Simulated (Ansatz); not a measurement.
# Worked example: self-consistent single point of TiAl (P4mm, 2 atoms in the cell) in Ansatz

Level of theory: PBEsol, default PAW files made with PBE (plane waves; Ansatz, a quantum-chemistry and plane-wave program).

Input:

Ansatz 0.2 input:
```yaml
crystal:
  lattice:
    - [3.16316500, 0.00000000, 0.00000000]
    - [0.00000000, 3.16316500, 0.00000000]
    - [0.00000000, 0.00000000, 3.16316500]
  atoms:
    - { symbol: Ti, position: [0.00000000, 0.00000000, 0.01580700] }
    - { symbol: Al, position: [0.50000000, 0.50000000, 0.50000000] }
basis:
  ecutwfc: 420.0
kpoints:
  mp_grid: { grid: [10, 10, 10] }
hamiltonian:
  xc: pbesol
  pseudopotentials: { kind: paw }
scf:
  occupations: { method: gaussian, width: 0.1 }
output:
  forces: true
  eigenvalues: true
  stress: true
```

Log, with long lists cut:

```
WARN ansatz: RAYON_NUM_THREADS=1 ignored (pool sized by the plan → 1); use --threads N
Pseudopotentials: kind: paw
Pseudopotential: Ti, paw, valence charge 12
Pseudopotential: Al, paw, valence charge 3
Crystal: 2 atoms, lattice volume = 31.649 Å³
Basis set: ecut = 420 eV, 619 PW (Γ), exchange–correlation on 48×48×48 points (8 copies of the dense FFT grid, shifted against one another)
Bands: 12, of which v1, the nominal top of the filled ones, is band 8 counted from 1 (7 counted from 0)
Symmetry: 8 space group operations
Space group: P4mm (ITA 99), of the structure as read, at distance tolerance 3.2e-5 Å
k-points: 126 of 1000 (time reversal used)
PAW frozen core: Ti, regenerated for the run's functional, and the local potential with it
PAW frozen core: Al, regenerated for the run's functional, and the local potential with it
Initial density: superposition of atomic densities (neutral atoms: chi_scale 0, normalization atom), corrected by the library's trained network
Initial wavefunctions: pseudopotential atomic-orbital guess
Eigensolver: davidson
Functional: x = pbesol(κ = 0.804, μ = 0.12345679012345678), c = pbesol(β = 0.046)
SCF iter   1: F=—  HF=-2998.986675 eV  |F-HF|=—  |Δ(HF+E_count)|=         —  Δρ=5.34e-3  dr2=1.34e-2  ethr=1.77e-3  ⟨swp⟩=5.0  Hψ=7711  notcnv=0
all-band conjugate gradients solve this SCF's bands
preconditioner: auto → none
SCF iter   2: F=—  HF=-2998.984828 eV  |F-HF|=—  |Δ(HF+E_count)|=   1.85e-3  Δρ=3.74e-3  dr2=7.91e-3  ethr=8.93e-5  ⟨swp⟩=1.0  Hψ=2520  notcnv=0
SCF iter   3: F=—  HF=-2998.982744 eV  |F-HF|=—  |Δ(HF+E_count)|=   2.08e-3  Δρ=6.07e-4  dr2=4.56e-5  ethr=5.28e-5  ⟨swp⟩=2.1  Hψ=1864  notcnv=0
SCF iter   4: F=—  HF=-2998.982748 eV  |F-HF|=—  |Δ(HF+E_count)|=   3.69e-6  Δρ=1.18e-4  dr2=2.78e-6  ethr=3.04e-7  ⟨swp⟩=2.9  Hψ=2455  notcnv=0
SCF iter   5: F=—  HF=-2998.982747 eV  |F-HF|=—  |Δ(HF+E_count)|=   7.97e-7  Δρ=1.75e-5  dr2=1.14e-7  ethr=1.85e-8  ⟨swp⟩=2.5  Hψ=2324  notcnv=0
SCF iter   6: F=-2998.982747 eV  HF=-2998.982747 eV  |F-HF|=6.30e-10  |Δ(HF+E_count)|=   4.02e-8  Δρ=4.24e-6  dr2=2.47e-9  ethr=6.67e-10  ⟨swp⟩=4.4  Hψ=4622  notcnv=0
the search or the solves at the SCF's close seem to have found levels that the self-consistency loop had missed (the run counts 1) …
SCF 1 converged in 6 iterations: F = -2998.982747 eV  dr2 = 2.47e-9
SCF converged after 6 iterations
Free energy (F): -2998.982747 eV
Harris-Foulkes:  -2998.982747 eV  (|F-HF|=6.30e-10)
Internal energy: -2998.968877 eV  (E = F + TS)
E sigma→0 (E₀):  -2998.975812 eV
Entropy (-TS):   -0.013870 eV (-6.935 meV/atom)
Fermi energy:    11.551407 eV
--- Per-component energies (eV) ---
  E_band       = -159.554386
  E_kinetic    = 297.015607
  E_local      = -1014.653570  (includes V_loc(G=0)·N_el)
  E_nonlocal   = 20.708554
  E_hartree    = 431.986182
  E_xc         = -136.834176
  E_vxc        = -151.606516  (∫ρ·V_xc dr)
  E_paw        = -1477.923128  (= ΣΔE_a)
  E_vpaw       = -174.990962  (= ΣTr[D̂ρ^β])
  E_aug_tail   = 0.000112  (compensation charges beyond the density's cutoff)
  E_ewald      = -1119.426982
  E_core_change = 0.158523  (= ΣΔE_core)
  E_smearing   = -0.013870  (= −TS)
  E_closure    = 0.000000  (closes the sum)
  Σ components = -2998.982747   (vs F -2998.982747, Δ=0.00e0)
--- Forces (eV/Å), atoms counted from 1 ---
  atom   1  Ti     0.00000000     0.00000000    -0.32365207
  atom   2  Al    -0.00000000     0.00000000     0.32364492
  max |Σ_I F_I| component: 7.15e-6 eV/Å
--- Stress (GPa, compression-positive) ---
       -0.659922       0.000000      -0.000000
        0.000000      -0.659922       0.000000
       -0.000000       0.000000      -0.776919
  P = ⅓ Tr σ = -0.6989 GPa (-6.989 kbar)
  The stress holds the Pulay correction. Without it, at fixed plane waves, as pw.x and ABINIT print it: P = -0.7299 GPa
--- Band table (eV; the first three rows and the last of 126) ---
  k-point 0: bands = ["-45.0512", "-21.3620", "-21.3620", "-21.3616", "2.2272", "10.0777", "10.0783", "13.3804", "13.3815", "13.3815", "16.0357", "16.0357"]
  k-point 1: bands = ["-45.0496", "-21.3794", "-21.3604", "-21.3604", "2.3888", "9.9921", "10.1504", "13.1143", "13.1143", "13.3999", "15.4302", "16.4195"]
  k-point 2: bands = ["-45.0455", "-21.4259", "-21.3564", "-21.3564", "2.8645", "9.5713", "10.3520", "12.5951", "12.5951", "13.4518", "14.5852", "17.2984"]
  k-point 125: bands = ["-45.0038", "-21.4973", "-21.4973", "-21.4968", "8.4066", "8.4115", "8.4115", "12.2838", "14.4389", "14.4391", "14.4910", "14.4910"]
```

The run converged in 6 iterations.

The starting cell comes from a database of computed structures (which also holds hypothetical and non-ambient phases and stackings), without a prior relaxation at this level. Its lattice was rescaled by up to half a per cent. One atom was moved a little off its site on purpose. Spin polarisation is off. Ansatz's pressure includes its estimate of the finite-basis (Pulay) stress.
